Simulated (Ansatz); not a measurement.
Worked calculations on one periodic cell of amorphous Si₂₄O₅₃Ta₂: Si24O53Ta2, 79 atoms, volume 1180.5 Å³, made by a melt-quench on the CHGNet potential and relaxed with DFT. O atoms were pushed apart under 1.9 Å during the dynamics, to hinder bonds among them. It is a model cell: composition and starting density were chosen by hand, and all elements were melted together. Cycles of charging were run to anneal it. These are PBE, scalar-relativistic without spin-orbit coupling (plane waves to 420 eV, PAW; Ansatz, an electronic-structure program) values and carry that method's errors. Sampling: a 2×2×2 Γ-centred mesh; Fermi-Dirac width 0.02 eV; no spin polarisation. Its volume was held where the quench left it, its shape was free, and it stands at a mean pressure of -0.7 GPa with stress components up to 0.7 GPa; the relaxation ran on the zone centre alone. Its density went from a set 2.65 to 2.65 g/cm³. The cell is small and was quenched far faster than a real film, so it is one sample of the glass.

Q: Count formal charges (Si +4, O -2, Ta +5). What does the count lead one to expect at the Fermi level, and what does the calculation give?

A: 24 × (+4) + 53 × (-2) + 2 × (+5) = 0. The charges balance, so the anion-derived valence states can be full and a gap can open. On this mesh the highest filled and lowest empty level lie 4.14 eV apart; localised defect or tail levels set that (at the zone centre the more localised edge state sits most on one Ta atom with neighbours O 1.89 Å, O 1.92 Å, O 1.97 Å, O 1.97 Å, O 2.01 Å), and the nearest spread-out levels lie 5.2 eV apart.

Four energies for an added electron at PBE on the zone centre alone (charged cells in a uniform background, spin-polarised): neutral at the neutral geometry -65275.651 eV; charged at the neutral geometry -65269.450 eV; charged and relaxed -65269.638 eV; neutral at the charged geometry -65275.251 eV.

Q: Find the two relaxation energies and their sum, the reorganisation energy.

A: On charging: -65269.450 − (-65269.638) = 0.188 eV. On discharging: -65275.251 − (-65275.651) = 0.400 eV. The sum is 0.588 eV. The carrier's level spreads over 4 of the 79 atoms' worth, so it counts as localised, most on one Ta atom with neighbours O 1.89 Å, O 1.92 Å, O 1.97 Å, O 1.97 Å, O 2.01 Å (neutral geometry). The values are uncorrected: the image energy of a point charge in this cell, 2.84 × 14.40 / (2 × 10.6) = 1.9 eV before screening, is screened by electrons alone at the fixed geometry and by ions too after relaxing, and the carrier can be spread before it relaxes, so each term can be off by up to that value times 1/ε∞, some tenths of an eV. PBE's self-interaction favours spread-out carriers, so a hybrid can localise more.

Four energies for a hole at PBE on the zone centre alone (charged cells in a uniform background, spin-polarised): neutral at the neutral geometry -65275.651 eV; charged at the neutral geometry -65277.179 eV; charged and relaxed -65277.271 eV; neutral at the charged geometry -65275.505 eV.

Q: Find the two relaxation energies and their sum, the reorganisation energy.

A: On charging: -65277.179 − (-65277.271) = 0.092 eV. On discharging: -65275.505 − (-65275.651) = 0.146 eV. The sum is 0.238 eV. The carrier's level spreads over 15 of the 79 atoms' worth, so it counts as partly localised, most on one O atom with neighbours Si 1.65 Å, Ta 1.97 Å (neutral geometry). The values are uncorrected: the image energy of a point charge in this cell, 2.84 × 14.40 / (2 × 10.6) = 1.9 eV before screening, is screened by electrons alone at the fixed geometry and by ions too after relaxing, and the carrier can be spread before it relaxes, so each term can be off by up to that value times 1/ε∞, some tenths of an eV. PBE's self-interaction favours spread-out carriers, so a hybrid can localise more.
